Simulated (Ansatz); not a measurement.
Take K in the bcc (W type) structure (space group Im-3m, No. 229; a = 5.215 Å; relaxed with 0.1 eV smearing) as the base.

Level of theory: PBEsol, PAW, 420 eV (Ansatz, a quantum-chemistry and plane-wave program; scalar-relativistic without spin-orbit coupling).

Before the change:

| Property | Result |
|---|---|
| Pressure | 0.0 GPa |

Now apply this change: the cell is scaled by 1.0200 in all directions; the atoms relax in the strained cell.

Q: What does the calculation give for the energy relative to the base after the change?

A: The energy grows by 2.5 meV/atom.

Q: How does this affect the pressure?

A: The pressure goes from zero to -0.2 GPa.

Whether these cells are dynamically stable was not tested.
